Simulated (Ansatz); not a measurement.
# How the bulk modulus of SiCO4 (model structure, I-4, No. 82, 6 atoms in the cell) moves with the method

No measured value is used here.

| level (code) | value (GPa) | cell (Å³/atom) |
|---|---|---|
| LDA (Ansatz) | 64.2 | 10.12 |
| PBE (Ansatz) | 64.8 | 10.79 |
| PBEsol (Ansatz) | 63.1 | 10.46 |
| r²SCAN (Ansatz) | 70.2 | 10.36 |

LDA, PBE, PBEsol, r²SCAN: the bulk modulus is −V dP/dV from two relaxed cells at ±2 % in volume. Each level is taken at its own relaxed cell. Cutoffs differ between the levels. Ansatz's density-functional and Hartree–Fock values are scalar-relativistic unless marked +SOC, with PAW data made under PBE.

A model structure was made by putting elements into a prototype or built by hand; it is no filed structure, need not be a known phase, and can be a saddle point held by its symmetry.

Ansatz is a program for electronic structure.
